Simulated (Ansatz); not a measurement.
Rock-salt NaH was calculated with PBE0 (Ansatz, a quantum-chemistry and plane-wave program, plane waves, PAW).

Run with plane-wave cutoff 520 eV, 8×8×8 k mesh, scalar-relativistic PAW data made under PBE.

Computed at the level's own relaxed cell.

Hill averages of the elastic tensor: K = 24.1 GPa, G = 20.6 GPa. Volume 13.882 Å³/atom, mean atomic mass 11.999 u.

### Question
Work out the density, the sound velocities of a polycrystal and the elastic Debye temperature at this level.

### Answer
ρ = 1.66054 × 11.999/13.882 = 1.435 g/cm³. v_l = √[(K + 4G/3)/ρ] = 5.995 km/s and v_t = √(G/ρ) = 3.789 km/s. The mean follows from 3/v_m³ = 1/v_l³ + 2/v_t³: v_m = 4.169 km/s. Θ_D = (ħ/k_B) v_m (6π²/V)^(1/3) = 76.38 K Å s/km × 4.169 × 1.6218 Å⁻¹ = 516 K, counting all atoms of the cell.
